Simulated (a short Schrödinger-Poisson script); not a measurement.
Stack: MOS inversion layer, Al2O3 on p-type Si(100), at 300 K.

From the gate side: 6.8 nm Al2O3; 210 nm Si, acceptors 4.2e18 cm⁻³.

Constants are typed, rounded textbook-type inputs, not results; the design itself was drawn at random and stands for no fabricated device. Al2O3: permittivity 9, conduction-band edge (eV) 2.7, gap (eV) 6.8, electron mass (mₑ) 0.3. Si: permittivity 11.7, conduction-band edge (eV) 0, gap (eV) 1.124, Nv at 300 K (cm⁻³) 3.1e19.

Channel valleys (confinement mass, in-plane density-of-states mass, number): Δ2 0.916, 0.19, 2; Δ4 0.19, 0.417, 4. At the gate the conduction-band edge of layer 1 lies 3.05 eV − eVg above the Fermi level of the channel; the field vanishes at the back. Gaps are held at their typed values at every temperature. Mesh 0.03 nm at interfaces.

From a short Schrödinger-Poisson script (our own, NumPy): 1D Poisson equation in equilibrium, electrons quantum, Hartree (BenDaniel-Duke, 12 states a valley, the channel's in-plane mass for all, wave functions free to enter the dielectric), parabolic valleys, classical holes, full ionisation, no traps, pinning or gate leakage.

| Vg (V) | electrons (cm⁻²) | C (μF/cm²) | Δ2 E0 (meV from the Fermi level) | Δ4 E0 (meV from the Fermi level) |
|---|---|---|---|---|
| 1.4 | 6.57e9 | 0.401 | 169.1 | 265.5 |
| 1.5 | 6.22e10 | 0.506 | 110.7 | 209.0 |
| 1.6 | 3.03e11 | 0.738 | 69.0 | 168.9 |
| 1.7 | 7.33e11 | 0.877 | 44.8 | 146.2 |
| 1.8 | 1.26e12 | 0.941 | 29.4 | 132.0 |
| 1.9 | 1.82e12 | 0.975 | 18.1 | 121.9 |
| 2 | 2.42e12 | 0.995 | 9.1 | 114.0 |
| 2.1 | 3.02e12 | 1.01 | 1.4 | 107.5 |
| 2.2 | 3.64e12 | 1.02 | -5.2 | 101.9 |
| 2.3 | 4.27e12 | 1.03 | -11.2 | 96.9 |
| 2.4 | 4.90e12 | 1.03 | -16.7 | 92.5 |
| 2.5 | 5.54e12 | 1.04 | -21.9 | 88.4 |
| 2.6 | 6.18e12 | 1.04 | -26.7 | 84.6 |
| 2.7 | 6.82e12 | 1.04 | -31.2 | 81.1 |
| 2.8 | 7.47e12 | 1.05 | -35.6 | 77.8 |

Gate voltages with under 1e9 electrons/cm² are left out.

Problem. At Vg = 2.8 V the lowest Δ2 subband lies at -35.6 meV from the Fermi level. How many electrons does it hold, and what share of all?

Solution. The two-dimensional density of states is g m/(πħ²) = 1.59e11 cm⁻² meV⁻¹ (both spins), kT = 25.9 meV, so n = D kT ln(1 + exp(−E/kT)) = 6.57e12 cm⁻², 0.88 of the 7.47e12 cm⁻² in all.

Problem. Compare the slope of the sheet density between 2.6 and 2.8 V with the geometric capacitance of the layers between gate and channel.

Solution. q Δn/ΔV = 1.03 μF/cm²; ε0/Σ(t/ε) = 1.17 μF/cm². The ratio is 0.88: the channel acts as a further capacitance in series.
